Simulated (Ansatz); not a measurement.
ZnO (P4₂/mnm, No. 136, 8 atoms in the cell; start mp-1093993; a measured phase of this formula has another space group) was calculated with r²SCAN (PAW; Ansatz, a first-principles code).

Settings: plane-wave cutoff 600 eV, 6×6×10 k mesh (along the axes of the cell as run), scalar-relativistic PAW data made under PBE.

Computed at the level's own relaxed cell.

```xyz
8
Lattice="5.5132 0.0000 0.0000 0.0000 5.5132 0.0000 0.0000 0.0000 3.2486" Properties=species:S:1:pos:R:3 pbc="T T T"
Zn     1.0021     1.0021     1.6243
Zn     4.5111     4.5111     1.6243
Zn     1.7545     3.7587     0.0000
Zn     3.7587     1.7545     0.0000
O      4.5068     1.0064     1.6243
O      1.0064     4.5068     1.6243
O      1.7502     1.7502     0.0000
O      3.7630     3.7630     0.0000
```

**Question.** Give the elastic tensor (Voigt notation, GPa, ions relaxed, in the Cartesian axes of the cell as printed).

**Answer.** 
```
  156.6   110.2   126.8     0.0     0.0     0.0
  110.2   156.6   126.8     0.0     0.0     0.0
  126.8   126.8   240.9     0.0     0.0     0.0
    0.0     0.0     0.0    33.2     0.0     0.0
    0.0     0.0     0.0     0.0    33.2     0.0
    0.0     0.0     0.0     0.0     0.0    47.6
```

Note: the relaxation could not lower the start's symmetry, so the cell can be a saddle point above a distorted one.

Static lattice: no zero-point or thermal effects.

A start named mp-… is a Materials Project structure, which need not be a measured phase.
